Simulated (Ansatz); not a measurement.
# Pd under a change: biaxial strain +1.25 %, plane normal [111], relaxed out of plane

The parent structure is Pd in the fcc (Cu type) structure (space group Fm-3m, No. 225; a = 3.841 Å; relaxed with 0.1 eV smearing). Axes: x, y, z lie along the cube axes.

Modification: tensile biaxial strain of 1.25 % in the plane normal to [111], as in epitaxy on a mismatched substrate; the out-of-plane cell vector and the atoms relax.

Calculations: LDA, PAW, 420 eV (Ansatz, an electronic-structure program; no SOC). Settings: 29×29×29 k-points, 0.1 eV Fermi–Dirac smearing.

The volume per atom rises by 0.19 Å³ (14.17 Å³ → 14.36 Å³) and the space group changes from Fm-3m (No. 225) to R-3m (No. 166). The energy goes up by 4.7 meV/atom and the pressure (mean of the normal stresses, compression positive) goes from zero to -2.8 GPa. The band gap stays zero and the out-of-plane strain amounts to -1.16 %. The ratio −ε⊥/ε∥ comes out as 0.92 and the mean in-plane stress (compression positive) is -4.1 GPa.

No phonon test of stability was made. The final runs are not spin-polarised.
